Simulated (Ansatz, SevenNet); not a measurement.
**SnGe (model structure, started from the 6H type, P6₃mc, No. 186, 12 atoms in the cell): properties by level of theory**

```
level (code)     equilibrium lattice constant a (Å)  c axis length (Å)
---------------  ----------------------------------  -----------------
SevenNet-0                                    4.395             21.526
LDA (Ansatz)                                    ___             21.004
PBEsol (Ansatz)                               4.319             21.211
```

Problem. Complete the blanks.

Solution. 
- LDA (Ansatz, a program for electronic structure), equilibrium lattice constant a (Å): 4.277

Ansatz's density-functional and Hartree–Fock values are scalar-relativistic unless marked +SOC, with PAW data made under PBE.

Computed values are for the static lattice.

A model structure was made by putting elements into a prototype or built by hand; it is no filed structure, need not be a known phase, and can be a saddle point held by its symmetry.
